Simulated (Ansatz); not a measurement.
## Zr, pressure series

The parent structure is Zr in the hcp (Mg type) structure (space group P6_3/mmc, No. 194; a = 3.146 Å, c = 5.086 Å).

Cell and atoms are relaxed at each pressure.

All numbers come from LDA (Ansatz, an electronic-structure program, PAW, scalar-relativistic without spin-orbit coupling).

```csv
pressure (GPa),volume per atom (Å³/atom)
-2,22.232
-1,?
0,21.789
0.9,21.601
2.1,21.359
4.5,20.906
9,20.139
15,19.267
30,17.550
```

Q: Fit the third-order Birch–Murnaghan form P(V) = (3B₀/2)[(V₀/V)^(7/3) − (V₀/V)^(5/3)]·[1 + (3/4)(B₀′ − 4)((V₀/V)^(2/3) − 1)] (squares taken in P) to the rows shown and predict the withheld row.

A: Least squares on the printed values gives V₀ = 21.789 Å³/atom, B₀ = 102 GPa, B₀′ = 3.0; this predicts 22.007 Å³/atom, and the run gives 22.007 Å³/atom, in agreement.

Load acts through the strain it causes; cell and atoms are relaxed under it. Whether these cells are dynamically stable was not tested. All final runs are without spin polarisation. Measured, Zr leaves this structure (for the ω phase) near 3 GPa (temperature not stated; as listed in C. Cazorla, D. Alfè, M. J. Gillan, Physical Review B (2008)).
